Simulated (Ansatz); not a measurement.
BP, alloy series

Start from BP in the zinc blende structure (space group F-43m, No. 216).

```xyz
2
Lattice="0.0000 2.2742 2.2742 2.2742 0.0000 2.2742 2.2742 2.2742 0.0000" Properties=species:S:1:pos:R:3 pbc="T T T"
P      3.4114     3.4114     3.4114
B      0.0000     0.0000     0.0000
```

The other end (x = 1) is AlP in the zinc blende structure (space group F-43m, No. 216): 20.89 Å³/atom, gap 1.63 eV.

Al replaces a fraction x of B; each row is one arrangement (x, atoms in the cell, starting space group or random), fully relaxed.

Computed with Ansatz (an electronic-structure program) PBE, no spin-orbit coupling.

Candidates:
(a) x(Al) = 0.75, 8 atoms, Pmm2
(b) x(Al) = 0.25, 8 atoms, I-42m
(c) x(Al) = 0.25, 8 atoms, P-43m

### Question
Order them by mixing energy, highest first.

### Answer
(c) x(Al) = 0.25, 8 atoms, P-43m (+0.258 eV/atom), (b) x(Al) = 0.25, 8 atoms, I-42m (+196 meV/atom), (a) x(Al) = 0.75, 8 atoms, Pmm2 (+147 meV/atom)

These are small ordered cells, not random alloys; other orderings at the same x differ. Gaps are Kohn–Sham eigenvalue differences; semilocal functionals usually give less than the measured gap. No phonon test of stability was made.
